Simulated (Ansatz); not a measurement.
The (10-10) face of bulk 2H WS2 can be cut between different planes. Symmetric, stoichiometric slabs relaxed in the 1x1 cell (38.3 Å²): top plane 2 S + W, 0.91 Å over the next in the ideal cut; top plane 2 S + W, 1.82 Å over the next in the ideal cut.

All values below come from PBE with D3(BJ) dispersion (plane waves to 420 eV, PAW; Ansatz, an electronic-structure program).

**Question.** Rank these by surface energy (lowest first), as PBE with D3(BJ) dispersion gives it.

**Answer.** the cut with an outer spacing of 0.91 Å (2.30 J/m²), the cut with an outer spacing of 1.82 Å (3.87 J/m²)
